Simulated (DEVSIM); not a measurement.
Device: abrupt GaAs n-p junction, at 300 K.

| layer (left to right) | material | thickness (μm) | Nd (cm⁻³) | Na (cm⁻³) | τn (s) | τp (s) |
|---|---|---|---|---|---|---|
| 1 | GaAs | 52.0 | 1.3e17 | - | 4.2e-9 | 1.3e-10 |
| 2 | GaAs | 120 | - | 7.2e15 | 4.2e-9 | 4.2e-9 |

Left contact: ohmic. Right contact: ohmic. Voltage is applied to the left contact. Recombination: SRH at mid-gap, Auger. Mobility is μmin + (μ − μmin)/(1 + (N/Nref)^α).

The device is made up for the run: typed textbook-type constants, with dimensions and the other settings drawn at random. Values at 300 K.

```tsv
parameter	GaAs
gap (eV)	1.424
affinity (eV)	4.07
permittivity	12.9
Nc (cm⁻³)	4.7e17
Nv (cm⁻³)	9e18
μn (cm²/Vs)	8500
μp (cm²/Vs)	400
μn,min	500
μp,min	20
Nref,n	6e16
Nref,p	1.5e17
αn	0.39
αp	0.38
Cn (cm⁶/s)	1e-30
Cp (cm⁶/s)	1e-30
```

Model (solved in DEVSIM): 1D drift-diffusion, Boltzmann statistics, complete ionisation; no tunnelling, impact ionisation, image-force lowering or self-heating.

**Question.** Tabulate band edges, carrier densities and field at -1.05 V on the left contact.

**Answer.** Energies count from the Fermi level of the right contact; mesh points crowd at the junctions.

```json
[
 {"x (μm)": "0.000", "Ec (eV)": "1.083", "Ev (eV)": "-0.341", "n (cm⁻³)": "1.3e17", "p (cm⁻³)": "< 1e2", "field (V/cm)": "≈ 0"},
 {"x (μm)": "0.06457", "Ec (eV)": "1.083", "Ev (eV)": "-0.341", "n (cm⁻³)": "1.3e17", "p (cm⁻³)": "< 1e2", "field (V/cm)": "≈ 0"},
 {"x (μm)": "0.2897", "Ec (eV)": "1.083", "Ev (eV)": "-0.341", "n (cm⁻³)": "1.3e17", "p (cm⁻³)": "< 1e2", "field (V/cm)": "≈ 0"},
 {"x (μm)": "1.133", "Ec (eV)": "1.083", "Ev (eV)": "-0.341", "n (cm⁻³)": "1.3e17", "p (cm⁻³)": "< 1e2", "field (V/cm)": "≈ 0"},
 {"x (μm)": "6.391", "Ec (eV)": "1.083", "Ev (eV)": "-0.341", "n (cm⁻³)": "1.3e17", "p (cm⁻³)": "< 1e2", "field (V/cm)": "≈ 0"},
 {"x (μm)": "23.63", "Ec (eV)": "1.083", "Ev (eV)": "-0.341", "n (cm⁻³)": "1.3e17", "p (cm⁻³)": "< 1e2", "field (V/cm)": "≈ 0"},
 {"x (μm)": "43.72", "Ec (eV)": "1.083", "Ev (eV)": "-0.341", "n (cm⁻³)": "1.3e17", "p (cm⁻³)": "< 1e2", "field (V/cm)": "≈ 0"},
 {"x (μm)": "50.59", "Ec (eV)": "1.083", "Ev (eV)": "-0.341", "n (cm⁻³)": "1.3e17", "p (cm⁻³)": "1.3e10", "field (V/cm)": "≈ 0"},
 {"x (μm)": "51.62", "Ec (eV)": "1.083", "Ev (eV)": "-0.341", "n (cm⁻³)": "1.3e17", "p (cm⁻³)": "6.1e11", "field (V/cm)": "≈ 0"},
 {"x (μm)": "51.91", "Ec (eV)": "1.083", "Ev (eV)": "-0.341", "n (cm⁻³)": "1.3e17", "p (cm⁻³)": "1.8e12", "field (V/cm)": "27"},
 {"x (μm)": "51.99", "Ec (eV)": "1.106", "Ev (eV)": "-0.318", "n (cm⁻³)": "5.4e16", "p (cm⁻³)": "5.8e12", "field (V/cm)": "17000"},
 {"x (μm)": "52.08", "Ec (eV)": "1.230", "Ev (eV)": "-0.194", "n (cm⁻³)": "4.5e14", "p (cm⁻³)": "7.1e14", "field (V/cm)": "8800"},
 {"x (μm)": "52.35", "Ec (eV)": "1.289", "Ev (eV)": "-0.135", "n (cm⁻³)": "4.4e13", "p (cm⁻³)": "7.1e15", "field (V/cm)": "89"},
 {"x (μm)": "53.34", "Ec (eV)": "1.290", "Ev (eV)": "-0.134", "n (cm⁻³)": "3.8e13", "p (cm⁻³)": "7.2e15", "field (V/cm)": "≈ 0"},
 {"x (μm)": "59.55", "Ec (eV)": "1.288", "Ev (eV)": "-0.136", "n (cm⁻³)": "1.8e13", "p (cm⁻³)": "7.2e15", "field (V/cm)": "≈ 0"},
 {"x (μm)": "79.92", "Ec (eV)": "1.280", "Ev (eV)": "-0.143", "n (cm⁻³)": "1.7e12", "p (cm⁻³)": "7.2e15", "field (V/cm)": "≈ 0"},
 {"x (μm)": "136.7", "Ec (eV)": "1.255", "Ev (eV)": "-0.169", "n (cm⁻³)": "2.5e9", "p (cm⁻³)": "7.2e15", "field (V/cm)": "≈ 0"},
 {"x (μm)": "162.1", "Ec (eV)": "1.244", "Ev (eV)": "-0.180", "n (cm⁻³)": "1.2e8", "p (cm⁻³)": "7.2e15", "field (V/cm)": "≈ 0"},
 {"x (μm)": "170.2", "Ec (eV)": "1.240", "Ev (eV)": "-0.184", "n (cm⁻³)": "1.9e7", "p (cm⁻³)": "7.2e15", "field (V/cm)": "≈ 0"},
 {"x (μm)": "171.5", "Ec (eV)": "1.240", "Ev (eV)": "-0.184", "n (cm⁻³)": "4900000", "p (cm⁻³)": "7.2e15", "field (V/cm)": "≈ 0"},
 {"x (μm)": "171.9", "Ec (eV)": "1.240", "Ev (eV)": "-0.184", "n (cm⁻³)": "1200000", "p (cm⁻³)": "7.2e15", "field (V/cm)": "≈ 0"},
 {"x (μm)": "172.0", "Ec (eV)": "1.240", "Ev (eV)": "-0.184", "n (cm⁻³)": "< 1e2", "p (cm⁻³)": "7.2e15", "field (V/cm)": "≈ 0"}
]
```
